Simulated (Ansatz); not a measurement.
L1₂ (Cu3Au-type) Ni3Si, treated with r²SCANh (PAW; Ansatz, a first-principles code).

Settings: plane-wave cutoff 520 eV, 8×8×8 k mesh, Fermi–Dirac smearing 0.05 eV, no spin polarisation, scalar-relativistic PAW data made under PBE.

A third-order Birch–Murnaghan fit to the energies gives V0 = 10.275 Å³/atom, B0 = 247 GPa, B′ = 4.8.

```
V (Å³/atom)  P (GPa)
-----------  -------
9.757            ___
10.013          6.78
10.270          0.12
10.416           ___
10.784           ___
```

**Question.** Estimate the withheld pressures from this fit; the answers are the runs' own values.

**Answer.** 
- 9.757, P (GPa): 14.47
- 10.416, P (GPa): -3.27
- 10.784, P (GPa): -10.64

The formula P = (3/2) B0 (x^(7/3) − x^(5/3)) [1 + (3/4)(B′ − 4)(x^(2/3) − 1)] with x = V0/V meets the computed pressures within 0.02 GPa when these rounded values are put in.

Measured, for comparison: equilibrium volume per atom 10.81 Å³/atom (temperature not stated, not corrected to a static lattice; as tabulated in Metallic Nickel Silicides: Experiments and Theory for NiSi and First Principles …). Computed (rounded) less measured: equilibrium volume per atom -4.9 %.

Note: the run has no spin polarisation, so it can have missed a magnetic state.

The computed numbers hold no vibrational or temperature effects.
